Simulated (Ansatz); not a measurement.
Given:

```
MgO
1.0
    0.00000     2.09558     2.09558
    2.09558     0.00000     2.09558
    2.09558     2.09558     0.00000
Mg O
1 1
Direct
  0.00000   0.00000   0.00000
  0.50000   0.50000   0.50000
```

Computed with r2SCAN, rigid bands (plane waves, PAW, scalar-relativistic; Ansatz, a quantum-chemistry and plane-wave program). Condition of this run: hydrostatic pressure 2 GPa (the target of the relaxation). Geometry: cell and atoms relaxed with r2SCAN, then loaded as said.

Task: What conductivity effective mass do dilute holes have at 300 K?

Result: 2.3 mₑ.

Task: What conductivity effective mass do dilute electrons have at 300 K?

Result: 0.38 mₑ.

Task: And the band gap?

Result: 5.80 eV at this level; semilocal functionals usually fall short of the measured gap.

Rigid bands, one relaxation time for all states, no polarons. Spin-orbit coupling is left out.
